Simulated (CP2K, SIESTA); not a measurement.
A SIESTA input for a self-consistent single point of a sheet of SnO (4 atoms in the cell) (DFT, GGA PBE, numerical atomic orbitals DZP, PseudoDojo PBE standard norm-conserving potentials (rewritten from UPF to PSML)):

```
# files in the folder: Sn.psml O.psml (PseudoDojo PBE standard)
SystemName  SnO
SystemLabel SnO

NumberOfAtoms                4
NumberOfSpecies              2
%block ChemicalSpeciesLabel
  1 50 Sn
  2 8 O
%endblock ChemicalSpeciesLabel
LatticeConstant              1.0 Ang
%block LatticeVectors
     3.605435000    0.000000000    0.000000000
     0.000000000    3.605435000    0.000000000
     0.000000000    0.000000000   16.225354000
%endblock LatticeVectors
AtomicCoordinatesFormat      Ang
%block AtomicCoordinatesAndAtomicSpecies
     1.802717500    0.000000000    9.225346876  1
     0.000000000    1.802717500    7.000007124  1
     0.000000000    0.000000000    8.112677000  2
     1.802717500    1.802717500    8.112677000  2
%endblock AtomicCoordinatesAndAtomicSpecies

XC.functional                GGA
XC.authors                   PBE
PAO.BasisSize                DZP
PAO.EnergyShift              0.01 Ry
MeshCutoff                   400 Ry
%block kgrid.MonkhorstPack
    5   0   0  0.0
    0   5   0  0.0
    0   0   1  0.0
%endblock kgrid.MonkhorstPack
OccupationFunction           MP
OccupationMPOrder            0
ElectronicTemperature        580.23 K

MaxSCFIterations             150
SCF.Mixer.Method             Pulay
SCF.Mixer.Weight             0.1
SCF.Mixer.History            6
SCF.DM.Tolerance             1.0E-05
Diag.ParallelOverK           true
WriteForces                  true
```

### Question
Write the same calculation as an input for CP2K.

### Answer
One input that does it (others would too):

```
&GLOBAL
  PROJECT calc
  RUN_TYPE ENERGY_FORCE
  PRINT_LEVEL MEDIUM
&END GLOBAL
&FORCE_EVAL
  METHOD Quickstep
  STRESS_TENSOR ANALYTICAL
  &DFT
    BASIS_SET_FILE_NAME BASIS_MOLOPT
    POTENTIAL_FILE_NAME GTH_POTENTIALS
    &QS
      METHOD GPW
      EPS_DEFAULT 1E-10
    &END QS
    &MGRID
      CUTOFF 450
      REL_CUTOFF 60
      NGRIDS 5
    &END MGRID
    &SCF
      SCF_GUESS ATOMIC
      EPS_SCF 1E-7
      MAX_SCF 100
      ADDED_MOS 5
      &DIAGONALIZATION
        ALGORITHM STANDARD
      &END DIAGONALIZATION
      &MIXING
        METHOD BROYDEN_MIXING
        ALPHA 0.2
        NBUFFER 10
        BETA 1
      &END MIXING
      &SMEAR ON
        METHOD GAUSSIAN
        SIGMA [eV] 0.05
      &END SMEAR
    &END SCF
    &KPOINTS
      SCHEME MONKHORST-PACK 5 5 1
    &END KPOINTS
    &XC
      &XC_FUNCTIONAL PBE
      &END XC_FUNCTIONAL
    &END XC
    &PRINT
      &MO
        EIGENVALUES T
        OCCUPATION_NUMBERS T
        NDIGITS 8
        FILENAME mo
        &EACH
          QS_SCF 0
        &END EACH
        ADD_LAST NUMERIC
      &END MO
      &MULLIKEN ON
      &END MULLIKEN
    &END PRINT
  &END DFT
  &SUBSYS
    &CELL
      A 3.60543500 0.00000000 0.00000000
      B 0.00000000 3.60543500 0.00000000
      C 0.00000000 0.00000000 16.22535400
      PERIODIC XYZ
    &END CELL
    &COORD
      SCALED
      Sn       0.50000000     0.00000000     0.56857600
      Sn       0.00000000     0.50000000     0.43142400
      O        0.00000000     0.00000000     0.50000000
      O        0.50000000     0.50000000     0.50000000
    &END COORD
    &KIND Sn
      BASIS_SET DZVP-MOLOPT-SR-GTH
      POTENTIAL GTH-PBE-q4
    &END KIND
    &KIND O
      BASIS_SET DZVP-MOLOPT-SR-GTH
      POTENTIAL GTH-PBE-q6
    &END KIND
  &END SUBSYS
  &PRINT
    &FORCES ON
    &END FORCES
    &STRESS_TENSOR ON
    &END STRESS_TENSOR
  &END PRINT
&END FORCE_EVAL
```

Basis settings and potentials, where a program has them, do not carry over. This input uses DFT PBE, GPW, DZVP-MOLOPT-SR-GTH basis, GTH-PBE potentials (GTH_POTENTIALS).

The starting cell was generated: these elements placed on a structure prototype, without a prior relaxation; it need not be a known phase or ordering of this composition. Its lattice was rescaled in the plane by a random factor within 2.5 % of one. For this run, on top of that: lattice scaled in the plane by 0.98.
